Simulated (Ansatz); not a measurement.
System: A15 Mo3Si. Method: revPBE (Ansatz, an electronic-structure program, plane waves, PAW).

Settings: plane-wave cutoff 520 eV, 12×12×12 k mesh, Fermi–Dirac smearing 0.05 eV, no spin polarisation, scalar-relativistic PAW data made under PBE.

A third-order Birch–Murnaghan fit to the energies gives V0 = 14.899 Å³/atom, B0 = 242 GPa, B′ = 4.4.

| V (Å³/atom) | P (GPa) |
|---|---|
| 14.005 | 17.11 |
| 14.303 | ? |
| 14.601 | ? |
| 14.899 | 0.01 |
| 15.197 | -4.58 |
| 15.495 | -8.70 |
| 15.793 | -12.40 |

Question: Estimate the withheld pressures from this fit; the answers are the runs' own values.

Answer: 
- 14.303, P (GPa): 10.79
- 14.601, P (GPa): 5.11

The formula P = (3/2) B0 (x^(7/3) − x^(5/3)) [1 + (3/4)(B′ − 4)(x^(2/3) − 1)] with x = V0/V meets the computed pressures within 0.06 GPa when these rounded values are put in.
